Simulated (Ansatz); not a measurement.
The reference is CdGeAs₂ in the chalcopyrite structure (space group I-42d, No. 122; a = 6.048 Å, c = 11.488 Å). Axes: x, y, z lie along a, b, c of the conventional cell.

The values are results of Kohn–Sham DFT with the PBE functional, run in Ansatz (a program for electronic structure) with PAW and 420 eV plane waves, without spin-orbit coupling, not measurements.

Base values:

The pressure is -0.01 GPa and the shortest interatomic distance is 4.695 bohr.

One thing is altered: uniaxial strain ε_zz = +0.75 %, all other strain components held at zero, atoms relaxed at fixed cell.

**Question.** How does this affect the energy relative to the base, pressure and shortest interatomic distance?

**Answer.** The energy increases by 0.3 meV/atom; the pressure (mean of the normal stresses, compression positive) shrinks by 0.37 GPa (-0.01 GPa → -0.38 GPa); the shortest interatomic distance goes up by 0.0118 bohr (4.695 bohr → 4.706 bohr).

Whether these cells are dynamically stable was not tested.
